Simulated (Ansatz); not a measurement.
Start from GaAs in the rock salt structure (space group Fm-3m, No. 225; a = 5.3161 Å; a hypothetical phase, not in the database extracts checked; relaxed with 0.1 eV smearing).

The values are results of PBE-D3(BJ), PAW, 420 eV (Ansatz, a first-principles code; spin-orbit coupling left out), not measurements.

For the base:

The pressure is 0.0 GPa and the band gap is zero.

Perturbation: every lattice vector is shortened by 3.91 %; the atoms relax in the strained cell.

What happens to the energy relative to the base?

The energy increases by 74 meV/atom.

How does this affect the pressure?

The pressure goes from zero to 12.6 GPa.

What does the calculation give for the band gap after the change?

The band gap stays zero.

No phonon test of stability was made. The base started in Pnma and relaxed to Fm-3m at this level. All final runs are without spin polarisation.
